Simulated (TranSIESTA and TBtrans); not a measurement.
Junction: 2,5-dimethyl-1,4-phenylene held by thiolate S between the apex atoms of two Al(100) rods. Leads: fcc Al rod along [100], layers of 5 and 4 atoms, a = 4.04 Å. Geometry: as built, not relaxed. Transport runs along z; the first 18 and the last 18 of the 87 atoms are the lead cells, repeated to infinity.

```xyz
87
Lattice="14.362 0.000 0.000 0.000 14.362 0.000 0.000 0.000 40.343" Properties=species:S:1:pos:R:3 pbc="F F T"
Al     7.181     7.181     0.000
Al    10.038     7.181     0.000
Al     7.181    10.038     0.000
Al     4.324     7.181     0.000
Al     7.181     4.324     0.000
Al     8.609     8.609     2.020
Al     5.753     8.609     2.020
Al     8.609     5.753     2.020
Al     5.753     5.753     2.020
Al     7.181     7.181     4.040
Al    10.038     7.181     4.040
Al     7.181    10.038     4.040
Al     4.324     7.181     4.040
Al     7.181     4.324     4.040
Al     8.609     8.609     6.060
Al     5.753     8.609     6.060
Al     8.609     5.753     6.060
Al     5.753     5.753     6.060
Al     7.181     7.181     8.080
Al    10.038     7.181     8.080
Al     7.181    10.038     8.080
Al     4.324     7.181     8.080
Al     7.181     4.324     8.080
Al     8.609     8.609    10.100
Al     5.753     8.609    10.100
Al     8.609     5.753    10.100
Al     5.753     5.753    10.100
Al     7.181     7.181    12.120
Al    10.038     7.181    12.120
Al     7.181    10.038    12.120
Al     4.324     7.181    12.120
Al     7.181     4.324    12.120
Al     8.609     8.609    14.140
Al     5.753     8.609    14.140
Al     8.609     5.753    14.140
Al     5.753     5.753    14.140
Al     7.181     7.181    16.160
S      5.716     6.077    17.548
C      6.525     6.716    19.020
C      7.569     5.974    19.585
C      8.233     6.428    20.735
C      9.352     5.612    21.322
C      7.838     7.647    21.322
S      8.646     8.285    22.795
C      6.794     8.388    20.758
C      6.129     7.934    19.608
C      5.010     8.750    19.020
H      7.862     5.039    19.122
H      9.536     4.686    20.737
H     10.288     6.208    21.329
H      9.095     5.318    22.362
H      6.500     9.323    21.221
H      5.267     9.044    17.981
H      4.826     9.676    19.606
H      4.074     8.154    19.013
Al     7.181     7.181    24.183
Al     8.609     8.609    26.203
Al     5.753     8.609    26.203
Al     8.609     5.753    26.203
Al     5.753     5.753    26.203
Al     7.181     7.181    28.223
Al    10.038     7.181    28.223
Al     7.181    10.038    28.223
Al     4.324     7.181    28.223
Al     7.181     4.324    28.223
Al     8.609     8.609    30.243
Al     5.753     8.609    30.243
Al     8.609     5.753    30.243
Al     5.753     5.753    30.243
Al     7.181     7.181    32.263
Al    10.038     7.181    32.263
Al     7.181    10.038    32.263
Al     4.324     7.181    32.263
Al     7.181     4.324    32.263
Al     8.609     8.609    34.283
Al     5.753     8.609    34.283
Al     8.609     5.753    34.283
Al     5.753     5.753    34.283
Al     7.181     7.181    36.303
Al    10.038     7.181    36.303
Al     7.181    10.038    36.303
Al     4.324     7.181    36.303
Al     7.181     4.324    36.303
Al     8.609     8.609    38.323
Al     5.753     8.609    38.323
Al     8.609     5.753    38.323
Al     5.753     5.753    38.323
```

Run with TranSIESTA and TBtrans (open boundaries, self-consistent; PseudoDojo norm-conserving potentials, scalar-relativistic): PAO.BasisSize SZP, PAO.EnergyShift 0.15 eV, XC.Authors PBE, Mesh.Cutoff 150 Ry, ElectronicTemperature 300 K, TS.Voltage 0.0 eV, TBT.Elecs.Eta 0.001 eV, no spin polarisation.

Energies count from the leads' Fermi level. Transmissions are for one spin of a degenerate pair. The energy step is 0.02 eV; narrower resonances are cut or missed.

```csv
E (eV),T
-0.20,0.00252
-0.16,0.00229
-0.12,0.00224
-0.08,0.00241
-0.04,0.00290
0.00,0.00404
0.04,0.00941
0.08,0.0149
0.12,0.0177
0.16,0.0201
0.20,0.0224
```

Question: Give the zero-bias conductance in μS and the resistance at 300 K.

Answer: At the Fermi level T = 0.00404. Averaged with −∂f/∂E over the full grid (kT = 25.9 meV) it is 0.00571, well away from the value at one energy, as T changes fast within a few kT. With G0 = 2e²/h = 77.48 μS, G = 0.442 μS and R = 1/G = 2260 kΩ.

Question: Estimate the thermopower by Mott's formula S = −(π²/3)(kB²T/e) d ln T/dE from the rows at -0.04 and 0.04 eV.

Answer: d ln T/dE = 14.7 eV⁻¹ and (π²/3) kB²T/e = 7.33 μV/K · eV, so S = -110 μV/K; the full integral gives -93 μV/K. A negative sign means that T rises with energy over the thermal window.

Question: Estimate the current at 0.3 V in linear response, and compare with the self-consistent run.

Answer: I = G V = 0.442 μS × 0.3 V = 0.133 μA; the self-consistent run gives 0.156 μA, 1.17 of it. Linear response leaves out the change of T over the bias window and the shift of levels under bias.

The leads' channel count changes near 0.03 eV, within the thermal window, so values at the Fermi level hang on where that band edge falls. Semilocal functionals put molecular levels too close to the Fermi level and tend to overestimate such conductances.
